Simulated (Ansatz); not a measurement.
Ru: isotropic strain +3.00 %

Start from Ru in the hcp (Mg type) structure (space group P6_3/mmc, No. 194; a = 2.704 Å, c = 4.263 Å; relaxed with 0.1 eV smearing).

The change: the cell is scaled by 1.0300 in all directions, atoms relaxed at fixed cell.

Calculations: Ansatz (a first-principles code) r2SCAN, no spin-orbit coupling. k-mesh 24×24×14 (Γ-centred); smearing 0.1 eV (Fermi–Dirac).

* **Volume per atom**: 14.75 Å³ (base 13.50 Å³)
* **Space group**: P6_3/mmc (No. 194) (base P6_3/mmc (No. 194))
* **Shortest interatomic distance**: 2.721 Å (base 2.642 Å)
* **Energy relative to the base (free energy F)**: +103 meV/atom
* **Band gap**: zero (base zero)

Final structure:

```yaml
crystal:
  lattice:
    - [2.78542, 0.00000, 0.00000]
    - [-1.39271, 2.41224, 0.00000]
    - [0.00000, 0.00000, 4.39080]
  atoms:
    - { symbol: Ru, position: [0.66667, 0.33333, 0.75000] }
    - { symbol: Ru, position: [0.33333, 0.66667, 0.25000] }
```

Stability against distortions was not tested. The final runs are not spin-polarised.
